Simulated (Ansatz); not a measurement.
**What biaxial strain +1.00 %, plane normal [001], relaxed out of plane does to TiC**

Base system: TiC in the rock salt structure (space group Fm-3m, No. 225; a = 4.261 Å; relaxed with 0.1 eV smearing). Axes: x, y, z lie along the cube axes.

It is then changed as follows: tensile biaxial strain of 1.00 % in the plane normal to [001], as in epitaxy on a mismatched substrate; the out-of-plane cell vector and the atoms relax.

Level of theory: LDA (Ansatz, an electronic-structure program, PAW, no spin-orbit coupling). Γ-centred 23×23×23 mesh, Fermi–Dirac width 0.1 eV.

```tsv
quantity	base	changed	shift
volume per atom	9.67 Å³	9.82 Å³	+0.15 Å³
space group	Fm-3m (No. 225)	I4/mmm (No. 139)	–
shortest interatomic distance	2.130 Å	2.121 Å	-0.009 Å
energy relative to the base (free energy F)	0 meV/atom	+3.8 meV/atom	+3.8 meV/atom
pressure (mean of the normal stresses, compression positive)	0.0 GPa	-4.2 GPa	-4.2 GPa
band gap	zero	zero	–
out-of-plane strain	–	-0.43 %	–
ratio −ε⊥/ε∥	–	0.43	–
mean in-plane stress (compression positive)	–	-6.2 GPa	–
```

Cost of the whole job for the changed cell (relaxation, final SCF and bands): roughly 60 core-seconds.

Stability against distortions was not tested. All final runs are without spin polarisation.
